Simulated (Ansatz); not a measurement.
An ideal cubic perovskite cell is held by its symmetry; such compounds can tilt or shift off centre at room temperature. The starting structures come from a database of crystals and need not be the phases stable at ambient conditions.

 Where the default PAW files enter, the runs use the earlier of Ansatz's two default sets.

Tunnelling through a barrier is set by its complex band structure: the current falls as exp(−2κd) with the smallest κ.

Here is the system:

```xyz
5
Lattice="5.5333 0.0000 0.0000 0.0000 7.8253 0.0000 0.0000 3.9127 3.9127" Properties=species:S:1:pos:R:3 pbc="T T T"
Cs     0.0000     0.0000     0.0000
Ge     2.7667     3.9127     0.0000
Br     0.0000     3.9127     0.0000
Br     2.7667     1.9563     1.9563
Br     2.7667     5.8690     1.9563
```

Space group of this cell: Pm-3m, cubic perovskite. The cell is taken as given.

Transport runs along the normal of the first two printed cell vectors, the (110) plane of the conventional cell.

The gap is the functional's own, uncorrected, and κ follows it; spin-orbit coupling is left out. Mid-gap values are interpolated between the computed energies.

Problem. State the band gap and the smallest decay constant κ at mid-gap according to r2SCAN (Ansatz, an electronic-structure program).

Solution. Gap 0.68 eV on a 8×8×8 mesh; κ = 0.050 1/Å, at (0.500, 0.000) of the in-plane reciprocal vectors. At the zone centre, at the nearest computed energy, the slowest state has κ = 0.13 1/Å.
